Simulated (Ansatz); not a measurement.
An Ansatz (an electronic-structure program) input (PBEsol/PAW in Ansatz, spin-orbit coupling left out):

Ansatz 0.2 input:
```yaml
crystal:
  lattice:
    - [2.7962921606, 0, 0.0240481126]
    - [0, 2.7962921606, 0]
    - [0.0347280159, 0, 4.0381413807]
  atoms:
    - { symbol: Ti, position: [0, 0, 0] }
    - { symbol: Al, position: [0.5, 0.5, 0.5] }
basis: { ecutwfc: 420, ecutrho_ratio: 4, xc_grid: 2, fft_grid_basis: typed }
kpoints: { mp_grid: { grid: [21, 21, 14] } }
hamiltonian:
  xc: pbesol
  dispersion: none
  pseudopotentials: { kind: paw }
scf: { occupations: { method: fermi_dirac, width: 0.1 }, convergence: { dr2_threshold: 0.0000000002 } }
relax: { f_tol: 0.005, max_steps: 50 }
output: { forces: true, stress: true }
checkpoint: { write: state.ck, write_every: 1000 }
```

Problem. Which symmetry and how many k-points will the program report, and about how many plane waves at Γ?

Solution. Space group P2/m (ITA 10) with 4 operations, k-points 1628 of 6174, and 629 plane waves at Γ.

The cells carry an imposed strain or load. No phonon test of stability was made. All final runs are without spin polarisation. The cell was made from TiAl (space group P4/mmm, No. 123) by this change: tensor shear ε_xz = +0.86 %.
